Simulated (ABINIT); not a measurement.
Troubleshooting ABINIT: a failed run on YMgAlGe2 (P3m1, 5 atoms in the cell). The aim is a self-consistent single point with DFT, PBEsol, plane waves, norm-conserving pseudopotentials (PseudoDojo nc-sr-04 PBEsol standard).

Input as run:

```
# YMgAlGe2, PseudoDojo nc-sr-04 PBEsol standard
pp_dirpath "./"
pseudos "Y.upf, Mg.upf, Al.upf, Ge.upf"
acell 3*1.0
rprim
         7.9957496787   -0.0000002593    0.0000000000
        -3.9978746148    6.9245224737    0.0000000000
         0.0000000000    0.0000000000   12.7659087746
natom 5
ntypat 4
znucl 39 12 13 32
typat 1 2 3 4 4
xred
         0.0000000000    0.0000000000    0.0058700000
         0.6666666667    0.3333333333    0.3608300000
         0.3333333333    0.6666666667    0.6296500000
         0.3333333333    0.6666666667    0.2443700000
         0.6666666667    0.3333333333    0.7592700000
ecut 42
occopt 3
tsmear 0.1 eV
nband 34
kptopt 1
ngkpt 5 5 3
nshiftk 1
shiftk 0 0 0
nstep 50
prtwf 0
prtden 0
prtvol 1
enunit 1
```

Output, abridged:

```
 Perdew, Burke & Ernzerhof SOL
 J. P. Perdew, A. Ruzsinszky, G. I. Csonka, O. A. Vydrov, G. E. Scuseria, L. A. Constantin, X. Zhou, and K. Burke, Phys. Rev. Lett. 100, 136406 (2008)
 Perdew, Burke & Ernzerhof SOL
 J. P. Perdew, A. Ruzsinszky, G. I. Csonka, O. A. Vydrov, G. E. Scuseria, L. A. Constantin, X. Zhou, and K. Burke, Phys. Rev. Lett. 100, 136406 (2008)

--- !ERROR
src_file: m_chkinp.F90
src_line: 4101
mpi_rank: 0
message: |
    For the SCF case, one and only one of the input tolerance criteria
    toldff, tolrff, toldfe or tolvrs must differ from zero, while they are
    toldff=  0.000000E+00, tolrff=  0.000000E+00, toldfe=  0.000000E+00
    and tolvrs=  0.000000E+00 for idtset: 1
    Action: change your input file and resubmit the job.
...

--- !ERROR
src_file: m_chkinp.F90
src_line: 4218
mpi_rank: 0
message: |
    Checking consistency of input data against itself gave 1 inconsistency.
    The details of the problem can be found above (or in output or log file).
    In parallel, the details might not even be printed there. Then, try running in sequential to see the details.
...

 abinit_abort: decision taken to exit. Check above messages for more info
Abort(13) on node 0 (rank 0 in comm 0): application called MPI_Abort(MPI_COMM_WORLD, 13) - process 0

--- !ERROR
src_file: m_chkinp.F90
src_line: 4101
mpi_rank: 0
message: |
    For the SCF case, one and only one of the input tolerance criteria
    toldff, tolrff, toldfe or tolvrs must differ from zero, while they are
    toldff=  0.000000E+00, tolrff=  0.000000E+00, toldfe=  0.000000E+00
    and tolvrs=  0.000000E+00 for idtset: 1
    Action: change your input file and resubmit the job.
...

--- !ERROR
src_file: m_chkinp.F90
src_line: 4218
mpi_rank: 0
message: |
    Checking consistency of input data against itself gave 1 inconsistency.
    The details of the problem can be found above (or in output or log file).
    In parallel, the details might not even be printed there. Then, try running in sequential to see the details.
...
```

**Question.** Read the log: what does the program object to, and what is the fix?

**Answer.** The fault is no stopping criterion. The self-consistent loop needs one tolerance to decide when to stop. To fix it, give one tolerance. The program stopped before any SCF iteration.

The sound input it was made from differs as follows (other fixes are possible):
```diff
+tolvrs 1.0e-10
```

With that input, the run converged in 13 iterations: free energy E − TS -7643.75 eV; Fermi level (on the code's own zero) 6.02 eV; pressure 1.38 GPa; largest force (vector length) 0.178 eV/Å (DFT, PBEsol, plane waves, norm-conserving pseudopotentials (PseudoDojo nc-sr-04 PBEsol standard)).

On the sound input: the starting cell comes from a database of computed structures (which also holds hypothetical and non-ambient phases and stackings), without a prior relaxation at this level. Its lattice was rescaled by a random factor within 2.5 % of one.
